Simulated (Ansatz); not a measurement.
```yaml
crystal:
  lattice:
    - [3.84352, 0.00000, 0.00000]
    - [0.00000, 10.71930, 0.00000]
    - [0.00000, 0.00000, 4.54006]
  atoms:
    - { symbol: Sn, position: [0.75000, 0.38774, 0.64281] }
    - { symbol: Sn, position: [0.25000, 0.11226, 0.14281] }
    - { symbol: Sn, position: [0.25000, 0.61226, 0.35719] }
    - { symbol: Sn, position: [0.75000, 0.88774, 0.85719] }
    - { symbol: S, position: [0.75000, 0.64458, 0.96946] }
    - { symbol: S, position: [0.25000, 0.85542, 0.46946] }
    - { symbol: S, position: [0.25000, 0.35542, 0.03054] }
    - { symbol: S, position: [0.75000, 0.14458, 0.53054] }
```

No spin polarisation.

Computed with PBE-D3(BJ) in Ansatz (plane waves to 420 eV, PAW, spin-orbit coupling left out), earlier PAW set. k-mesh 8×3×8 (Γ-centred); smearing 0.05 eV (Fermi–Dirac).

**Question.** What band gap does the calculation give?

**Answer.** 0.52 eV.

**Question.** What smallest direct gap does the calculation give?

**Answer.** 0.66 eV.

The cells carry an imposed strain or load. Whether these cells are dynamically stable was not tested. The cell was made from SnS in the GeS type structure (space group Pnma, No. 62) by this change: biaxial strain −3.91 %, plane normal [001], relaxed out of plane.

Ansatz is an electronic-structure program.
